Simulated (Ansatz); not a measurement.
Reference: BeS (F-43m), PBEsol, rigid bands (plane waves, PAW, scalar-relativistic; Ansatz, a program for electronic structure); axes and stresses refer to this cell.

```
BeS
1.0
    0.00000     2.41892     2.41892
    2.41892     0.00000     2.41892
    2.41892     2.41892     0.00000
Be S
1 1
Direct
  0.00000   0.00000   0.00000
  0.75000   0.75000   0.75000
```

The band gap is 2.91 eV and the Seebeck coefficient, n-type 1e19 cm⁻³ comes out as -275 μV/K. The electron conductivity mass is 0.37 mₑ.

```tsv
Change	band gap	Seebeck coefficient, n-type 1e19 cm⁻³	electron conductivity mass
hydrostatic pressure -2 GPa	2.96 eV	-276 μV/K	0.37 mₑ
hydrostatic pressure 15 GPa	?	-267 μV/K	?
hydrostatic pressure 5 GPa	2.80 eV	-272 μV/K	?
```

Question: Some entries are withheld; supply them.

Answer: 
- hydrostatic pressure 15 GPa, band gap: 2.60 eV
- hydrostatic pressure 15 GPa, electron conductivity mass: 0.34 mₑ
- hydrostatic pressure 5 GPa, electron conductivity mass: 0.36 mₑ

Masses are for dilute carriers at 300 K, harmonic means over directions unless an axis is named. Seebeck coefficients are for the stated density at 300 K, with one relaxation time for all states and whether or not that doping can be reached. Spin-orbit coupling is left out unless a row names it. Stresses and pressures are the targets of the relaxation.  The structure type is held under load, also where the real crystal would transform.
